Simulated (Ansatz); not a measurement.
An Ansatz (a quantum-chemistry and plane-wave program) run: TiO2 with a change (uniaxial strain ε_zz = −3.00 %); PBE, PAW, 420 eV (Ansatz; no SOC).

Input:

Ansatz 0.2 input:
```yaml
crystal:
  lattice:
    - [-1.8994077197, 1.8994077197, 4.704841444]
    - [1.8994077197, -1.8994077197, 4.704841444]
    - [1.8994077197, 1.8994077197, -4.704841444]
  atoms:
    - { symbol: Ti, position: [0.75, 0.25, 0.5] }
    - { symbol: Ti, position: [0, 0, 0] }
    - { symbol: O, position: [0.5435452411, 0.0435452411, 0.5] }
    - { symbol: O, position: [0.7935452411, 0.7935452411, 0] }
    - { symbol: O, position: [0.2064547589, 0.2064547589, 0] }
    - { symbol: O, position: [0.9564547589, 0.4564547589, 0.5] }
basis: { ecutwfc: 420, ecutrho_ratio: 4, xc_grid: 2, fft_grid_basis: typed }
kpoints: { mp_grid: { grid: [12, 12, 12] } }
hamiltonian:
  xc: pbe
  dispersion: none
  pseudopotentials: { kind: paw }
scf: { occupations: { method: fermi_dirac, width: 0.05 }, convergence: { dr2_threshold: 0.0000000006 } }
relax: { f_tol: 0.005, max_steps: 50 }
output: { forces: true, stress: true }
checkpoint: { write: state.ck, write_every: 1000 }
```

Output (explanatory and most iteration lines left out):

```
Relaxation: its limit of steps is 50 (relax.max_steps)
Pseudopotential: Ti, paw, valence charge 12
Pseudopotential: O, paw, valence charge 6
Crystal: 6 atoms, lattice volume = 67.896 Å³
Basis set: ecut = 420 eV, 1307 PW (Γ), exchange–correlation on 80×80×80 points (8 copies of the dense FFT grid, shifted against one another)
Bands: 30, of which v1, the nominal top of the filled ones, is band 24 counted from 1 (23 counted from 0)
Symmetry: 16 space group operations
Space group: I41/amd (ITA 141), of the structure as read, at distance tolerance 4.1e-5 Å
k-points: 163 of 1728
Functional: x = pbe(κ = 0.804, μ = 0.2195149727645171), c = pbe(β = 0.06672455060314922)
SCF iter   1: F=—  HF=-7277.418551 eV  |F-HF|=—  |Δ(HF+E_count)|=         —  Δρ=3.61e-3  dr2=3.71e-3  ethr=1.77e-3  ⟨swp⟩=4.8  Hψ=19998  notcnv=0
SCF iter   2: F=—  HF=-7277.420296 eV  |F-HF|=—  |Δ(HF+E_count)|=   1.74e-3  Δρ=2.86e-3  dr2=4.19e-3  ethr=7.74e-6  ⟨swp⟩=2.6  Hψ=10165  notcnv=0  defer=256
SCF 1 converged in 7 iterations: F = -7277.420140 eV  dr2 = 5.42e-10
relax step   1: F+E_penalty+E_count = -7277.42014049 eV  Δ(F+E_penalty+E_count) = +0.000e0 eV  max|allowed force component| = 6.032e-1 eV/Å  Δτ_max = 0.0000 Å  (7 SCF iters, accepted)
Crystal: 6 atoms, lattice volume = 67.896 Å³
SCF iter   1: F=—  HF=-7277.450494 eV  |F-HF|=—  |Δ(HF+E_count)|=         —  Δρ=2.01e-3  dr2=2.39e-3  ethr=4.77e-6  ⟨swp⟩=2.0  Hψ=15039  notcnv=0  defer=252
SCF iter   2: F=—  HF=-7277.449695 eV  |F-HF|=—  |Δ(HF+E_count)|=   8.00e-4  Δρ=7.55e-4  dr2=2.16e-4  ethr=4.77e-6  ⟨swp⟩=2.0  Hψ=6971  notcnv=0  defer=252
SCF 2 converged in 7 iterations: F = -7277.449623 eV  dr2 = 4.29e-10
relax step   2: F+E_penalty+E_count = -7277.44962345 eV  Δ(F+E_penalty+E_count) = -2.948e-2 eV  max|allowed force component| = 3.182e-1 eV/Å  Δτ_max = 0.0161 Å  (7 SCF iters, accepted)
Crystal: 6 atoms, lattice volume = 67.896 Å³
SCF iter   1: F=—  HF=-7277.462908 eV  |F-HF|=—  |Δ(HF+E_count)|=         —  Δρ=2.27e-3  dr2=3.00e-3  ethr=6.50e-5  ⟨swp⟩=3.0  Hψ=11713  notcnv=0  defer=251
SCF iter   2: F=—  HF=-7277.461931 eV  |F-HF|=—  |Δ(HF+E_count)|=   9.77e-4  Δρ=8.97e-4  dr2=3.41e-4  ethr=6.26e-6  ⟨swp⟩=2.1  Hψ=7971  notcnv=0  defer=250
SCF 3 converged in 7 iterations: F = -7277.461880 eV  dr2 = 8.83e-11
relax step   3: F+E_penalty+E_count = -7277.46187979 eV  Δ(F+E_penalty+E_count) = -1.226e-2 eV  max|allowed force component| = 2.033e-2 eV/Å  Δτ_max = 0.0184 Å  (7 SCF iters, accepted)
Crystal: 6 atoms, lattice volume = 67.896 Å³
SCF iter   1: F=—  HF=-7277.461954 eV  |F-HF|=—  |Δ(HF+E_count)|=         —  Δρ=1.82e-4  dr2=1.90e-5  ethr=4.01e-7  ⟨swp⟩=2.1  Hψ=10043  notcnv=0  defer=250
SCF iter   2: F=—  HF=-7277.461933 eV  |F-HF|=—  |Δ(HF+E_count)|=   2.19e-5  Δρ=7.49e-5  dr2=2.47e-6  ethr=3.96e-8  ⟨swp⟩=2.0  Hψ=7972  notcnv=0  defer=250
SCF 4 converged in 6 iterations: F = -7277.461933 eV  dr2 = 6.99e-11
relax step   4: F+E_penalty+E_count = -7277.46193267 eV  Δ(F+E_penalty+E_count) = -5.288e-5 eV  max|allowed force component| = 2.328e-3 eV/Å  Δτ_max = 0.0015 Å  (6 SCF iters, accepted)
SCF converged after 6 iterations
Free energy (F): -7277.461933 eV
Internal energy: -7277.461933 eV  (E = F + TS)
E sigma→0 (E₀):  -7277.461933 eV
Fermi energy:    8.485421 eV
--- Forces (eV/Å), atoms counted from 1 ---
  atom   1  Ti     0.00000000     0.00000000     0.00000000
  atom   2  Ti     0.00000000     0.00000000     0.00000000
  atom   3  O      0.00000000     0.00000000     0.00232815
  atom   4  O      0.00000000     0.00000000     0.00232815
  atom   5  O     -0.00000000     0.00000000    -0.00232815
  atom   6  O     -0.00000000    -0.00000000    -0.00232815
--- Stress (GPa, compression-positive) ---
        4.413475       0.000000       0.000000
        0.000000       4.413475      -0.000000
        0.000000      -0.000000       5.843911
  P = ⅓ Tr σ = 4.8903 GPa (48.903 kbar)
--- Relaxed structure (4 steps of the walk, 4 accepted, 0 SCFs on fresh bases) ---
  atoms:
    - { symbol: Ti, position: [0.75, 0.25, 0.5] }
    - { symbol: Ti, position: [-2.168535045193907e-35, -6.84062234576008e-36, -2.8525972797699153e-35] }
    - { symbol: O, position: [0.5397308206969349, 0.039730820696934954, 0.5] }
    - { symbol: O, position: [0.7897308206969349, 0.7897308206969349, -1.1296516274240715e-35] }
    - { symbol: O, position: [0.2102691793030651, 0.2102691793030651, 4.2966369788145633e-35] }
    - { symbol: O, position: [0.9602691793030652, 0.4602691793030652, 0.5] }
```

Whether these cells are dynamically stable was not tested. All final runs are without spin polarisation. The cell was made from TiO$_{2}$ in the anatase structure (space group I4_1/amd, No. 141) by this change: uniaxial strain ε_zz = −3.00 %.
